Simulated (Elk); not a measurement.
Band structure of MnS (Fm-3m, 2 atoms in the cell).

```xyz
2
Lattice="0.0000 2.4802 2.4802 2.4802 0.0000 2.4802 2.4802 2.4802 0.0000" Properties=species:S:1:pos:R:3 pbc="T T T"
S      0.0000     0.0000     0.0000
Mn     2.4802     2.4802     2.4802
```
Moments meant for the start (each program seeds them in its own way; μB, in the order of the atoms S Mn): 0.0 4.0.

Level of theory: Elk 10.2.4 with PBE, all-electron FP-LAPW, Elk's shipped species files, default APW+lo basis.

Settings: xctype = 20; spinpol = true; rgkmax = 7; stype = 0; swidth = 0.00734986 Ha; ngridk = 9 9 9; reducebf = 0.5; bfcmt = [[0.0, 0.0, 0.0], [0.0, 0.0, -2.0]].

The starting cell was generated: these elements placed on a structure prototype, without a prior relaxation; it need not be a known phase or ordering of this composition. Its lattice was rescaled by a random factor within 2.5 % of one. With one magnetic atom in the cell only a parallel order is possible. Values depend on the basis (sphere radii, cutoffs, local orbitals), which need not be converged.

Levels in eV from the Fermi level, bands 5 to 12 of the first spin channel:
```csv
point,5,6,7,8,9,10,11,12
Γ,-15.35,-1.82,-1.82,-1.81,-0.28,-0.28,-0.28,-0.10
X,-13.51,-6.45,-3.63,-3.63,-1.64,0.43,1.27,1.27
W,-13.37,-5.55,-5.55,-4.83,0.65,0.65,0.99,1.26
K,-13.42,-6.00,-5.56,-3.92,-0.25,1.09,1.29,1.37
L,-13.67,-7.39,-4.02,-4.02,0.98,0.98,1.23,3.45
U,-13.42,-6.00,-5.56,-3.92,-0.25,1.09,1.29,1.37
```

Bands cross the Fermi level along this path, so the cell is metallic at this level.

The net moment of the cell came out as 4.07 μB.
